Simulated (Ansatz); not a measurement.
## ScHfTaN₃ (model structure, P3m1, No. 156, 6 atoms in the cell): lattice constant a by level of theory

No measured value is used here.

| level (code) | value (Å) |
|---|---|
| LDA (Ansatz) | 3.118 |
| PBE (Ansatz) | 3.173 |
| PBEsol (Ansatz) | 3.142 |
| r²SCAN (Ansatz) | 3.161 |

Density-functional levels without +SOC have no spin–orbit coupling. Cutoffs differ between the levels. Ansatz's density-functional and Hartree–Fock values are scalar-relativistic unless marked +SOC, with PAW data made under PBE.

A model structure was made by putting elements into a prototype or built by hand; it is no filed structure, need not be a known phase, and can be a saddle point held by its symmetry.

Ansatz is a first-principles code.
